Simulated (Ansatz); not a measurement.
The starting structures come from a database of crystals and need not be the phases stable at ambient conditions.

 Where the default PAW files enter, the runs use the earlier of Ansatz's two default sets.

**Evanescent states of RuSe2 (Pa-3, not sure to be the ambient phase, 12 atoms a cell, 17.7 Å³ an atom) along the normal of (001)**

Method: r2SCAN (plane waves, PAW; Ansatz, a quantum-chemistry and plane-wave program).

No gap correction and no spin-orbit coupling; mid-gap values are interpolated between computed energies.

Energies count from the valence-band top; κ is the least over a 6×6 mesh across the current.

```csv
E (eV),κ (1/Å),where
0.07,0.099,Γ
0.12,0.142,Γ
0.17,0.162,Γ
0.23,0.154,Γ
0.28,0.144,Γ
0.33,0.133,Γ
0.38,0.119,Γ
0.42,0.103,Γ
0.47,0.083,Γ
0.53,0.054,Γ
```

### Question
How thick must the barrier be to attenuate the transmission by 10^6 when the electrodes' Fermi level lies at 0.47 eV, and what attenuation does that film give at 0.38 eV?

### Answer
d = 6 ln 10 / (2 × 0.083) = 83.2 Å. At 0.38 eV it gives 6 × 0.119/0.083 = 8.6 decades.
